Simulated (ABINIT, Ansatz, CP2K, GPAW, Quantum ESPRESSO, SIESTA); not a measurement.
# KSr3 (Fm-3m, 4 atoms in the cell) computed with different codes at matched settings

Self-consistent single point.

```
CELL_PARAMETERS angstrom
      0.00000     4.97170     4.97170
      4.97170     0.00000     4.97170
      4.97170     4.97170     0.00000
ATOMIC_POSITIONS crystal
  K  0.00000 0.00000 0.00000
  Sr 0.25000 0.25000 0.25000
  Sr 0.75000 0.75000 0.75000
  Sr 0.50000 0.50000 0.50000
```

All programs got the same cell, k-point mesh and kind of occupations (in Ansatz's words: kpoints.mp_grid.grid = 5 5 5; scf.occupations.method = fermi_dirac; scf.occupations.width = 0.05 eV); potentials, basis and cutoffs are each program's usual ones.

```csv
code,model,pressure (GPa),k-points,cutoff
CP2K,"LDA (Pade form), GPW, DZVP-MOLOPT-SR-GTH basis, GTH-PADE potentials (GTH_POTENTIALS)",-1.25,63,grid 500 Ry
SIESTA,"LDA PW92, numerical atomic orbitals TZP, PseudoDojo LDA standard norm-conserving potentials (rewritten from UPF to PSML)",0.10,63,grid 350 Ry
ABINIT,"LDA (PW92), norm-conserving pseudopotentials (PseudoDojo nc-sr-04 LDA standard)",-1.40,10,36 Ha
GPAW,"LDA (Perdew-Wang 92), GPAW PAW datasets LDA (gpaw-data 1.0.1)",-1.42,10,550 eV
Quantum ESPRESSO,"LDA (PZ), GBRV 1.5 ultrasoft (LDA) pseudopotentials",-1.59,10,40 Ry
Ansatz,"LDA (PW92), PAW files made with PBE",-1.40,10,default
```

The spread over the programs that give each value: pressure within 1.69 GPa.

The starting cell comes from a database of computed structures (which also holds hypothetical and non-ambient phases and stackings), without a prior relaxation at this level. Its lattice was rescaled by a random factor within 2.5 % of one.

Task: Why do the programs differ, and what cannot be compared?

Result: Differences of this kind can come from the potentials, where these differ, and from what each basis and cutoff leave unconverged. The zero of total energies and Fermi levels follows the potentials and each program's conventions, so they are not compared here. CP2K and SIESTA use small atom-centred bases, whose incompleteness enters pressures, forces and empty levels differently from a plane-wave cutoff. Ansatz's pressure is given at a fixed set of plane waves, as the other plane-wave codes print theirs. The same LDA comes in different parametrisations, which differ slightly. The programs reduce the same mesh by symmetry to different extents, which changes the work and not the result. In the pressure, SIESTA (by 1.51) lies more than 1 GPa from the median of the plane-wave programs.

Left out of this page: Elk and FLEUR (not drawn, or without a comparable value).

Ansatz is a quantum-chemistry and plane-wave program.

Keys are those of Ansatz 0.2.
